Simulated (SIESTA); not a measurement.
# Cost against accuracy: kgrid.MonkhorstPack for C3N4 (P-6m2, 28 atoms in the cell)

Cell: a = 7.1345 Å, b = 7.1345 Å, c = 7.0399 Å, α = 90.00°, β = 90.00°, γ = 120.00°.

Level of theory: GGA PBEsol, numerical atomic orbitals DZP, PseudoDojo PBEsol standard norm-conserving potentials (rewritten from UPF to PSML) (SIESTA).

Base settings: XC.functional = GGA; XC.authors = PBEsol; potentials = PseudoDojo PBEsol standard; PAO.BasisSize = DZP; PAO.EnergyShift = 0.01 Ry; MeshCutoff = 350 Ry; kgrid.MonkhorstPack = 5 5 4; OccupationFunction = FD; ElectronicTemperature = 116.05 K; MaxSCFIterations = 150.

Misses are taken against the tightest run, 13 13 12, which need not be fully converged itself. The energy is the free energy per atom.

Core times come from one kind of shared machine and are given to one figure; runs under 30 s give none.

The starting cell comes from a database of computed structures (which also holds hypothetical and non-ambient phases and stackings), without a prior relaxation at this level. Values carry the incompleteness of an atom-centred basis.

```csv
kgrid.MonkhorstPack,energy less reference (meV/atom),pressure less reference (GPa),largest difference in the force on any atom (eV/Å),core time / reference (rough)
1 1 1,62.25,0.08,0.729,0.02
2 2 1,8.61,0.42,0.052,0.03
2 2 2,0.87,-0.02,0.023,0.04
3 3 2,0.05,0.00,0.001,0.05
3 3 3,0.04,0.00,0.001,0.04
4 4 3,0.00,0.00,0.000,0.07
5 5 4,0.00,0.00,0.000,0.09
5 5 5,0.00,0.00,0.000,0.09
6 6 5,0.00,0.00,0.000,0.1
7 7 6,0.00,0.00,0.000,0.2
9 9 8,0.00,0.00,0.000,0.4
11 11 9,0.00,0.00,0.000,0.6
13 13 12,0.00,0.00,0.000,1
```

Coarsest setting among those run that, with all tighter ones, holds the energy within 1 meV/atom of the reference: 2 2 2, off by 0.87 meV/atom; it needs about 0.04 of the reference's time.

Coarsest setting among those run that, with all tighter ones, holds the energy within 0.5 meV/atom of the reference: 3 3 2, off by 0.05 meV/atom; it needs about 0.05 of the reference's time.

The step from 2 2 1 to 5 5 5: it takes the miss in the energy from 8.6 to 0.00 meV/atom, for roughly 3 times the time.
